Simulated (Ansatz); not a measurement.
**Effect of isotropic strain −1.66 % on WS2**

Consider WS₂ in the 2H-MoS2 type structure (space group P6_3/mmc, No. 194; a = 3.154 Å, c = 12.137 Å; layered, stacked along the Cartesian z axis).

Perturbation: the cell is scaled by 0.9834 in all directions, atoms relaxed at fixed cell.

Computed with Ansatz (a quantum-chemistry and plane-wave program) PBE-D3(BJ), no spin-orbit coupling. Γ-centred 12×12×3 mesh, Fermi–Dirac width 0.05 eV.

```csv
quantity,base,changed,shift
volume per atom,17.43 Å³,16.57 Å³,-0.854 Å³
space group,P6_3/mmc (No. 194),P6_3/mmc (No. 194),–
energy relative to the base (free energy F),0 meV/atom,+11 meV/atom,+11 meV/atom
"pressure (mean of the normal stresses, compression positive)",0.00 GPa,4.48 GPa,+4.48 GPa
band gap,0.88 eV,0.78 eV,-0.10 eV
smallest direct gap,1.83 eV,2.04 eV,+0.21 eV
width of the top valence band,1.88 eV,1.94 eV,+0.06 eV
electron mass,–,"0.39 mₑ along c, 0.46 mₑ across (off the special points)",–
hole mass,"0.89 mₑ along c, 0.55 mₑ across (at Γ)","0.86 mₑ along c, 0.55 mₑ across (at Γ)",–
"valence-band top at Γ (three highest levels, from the VBM)","0.00, -1.30, -1.42 eV","0.00, -1.34, -1.55 eV",–
largest internal atomic displacement,–,0.041 Å,–
```

Final structure:

```
CELL_PARAMETERS angstrom
      3.10173     0.00000     0.00000
     -1.55086     2.68617     0.00000
      0.00000     0.00000    11.93583
ATOMIC_POSITIONS crystal
  W  0.33333 0.66667 0.25000
  W  0.66667 0.33333 0.75000
  S  0.33333 0.66667 0.61680
  S  0.66667 0.33333 0.11680
  S  0.66667 0.33333 0.38320
  S  0.33333 0.66667 0.88320
```

With W present, leaving out spin-orbit coupling can change the band edges. Masses are band curvatures over ±0.01 Å⁻¹ around the edge. Whether these cells are dynamically stable was not tested.
